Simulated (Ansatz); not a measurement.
**HfO2 under a change: x(C) = 0.875, 12 atoms, Amm2**

The parent structure is HfO2 in the fluorite structure (space group Fm-3m, No. 225; a = 5.045 Å).

The other end (x = 1) is HfC2 in the fluorite structure (space group Fm-3m, No. 225; a hypothetical phase, not in the database extracts checked): 12.07 Å³/atom, gap zero; this end may not be an ambient phase.

It is then changed as follows: C replaces 87.5 % of the O, ordered in a cell of 12 atoms (starting symmetry Amm2) and fully relaxed.

Computed with PBEsol (Ansatz, a first-principles code, PAW, scalar-relativistic without spin-orbit coupling), earlier PAW set. k-mesh 14×7×7 (Γ-centred); smearing 0.05 eV (Fermi–Dirac), for the changed cell.

```tsv
quantity	base	changed	shift
volume per atom	10.70 Å³	11.77 Å³	+1.077 Å³
density	10.89 g/cm³	9.57 g/cm³	-1.32 g/cm³
shortest interatomic distance	2.184 Å	1.280 Å	-0.904 Å
band gap	3.69 eV	zero	–
mixing energy (to 0.01 eV only: unlike meshes or grids) (against an end that may be hypothetical)	–	-0.89 eV/atom	–
deviation of the volume from the linear (Vegard-type) interpolation	–	-1.1 %	–
```

Cost of the whole job for the changed cell (relaxation, final SCF and bands): about 70 core-minutes (a rough figure).

Each cell is one ordered arrangement of few atoms, which overstates ordering effects compared with a random alloy. With Hf present, leaving out spin-orbit coupling can change the band edges. No phonon test of stability was made. The final runs are not spin-polarised. This is not the structure that HfO2 has at room temperature and ambient pressure.
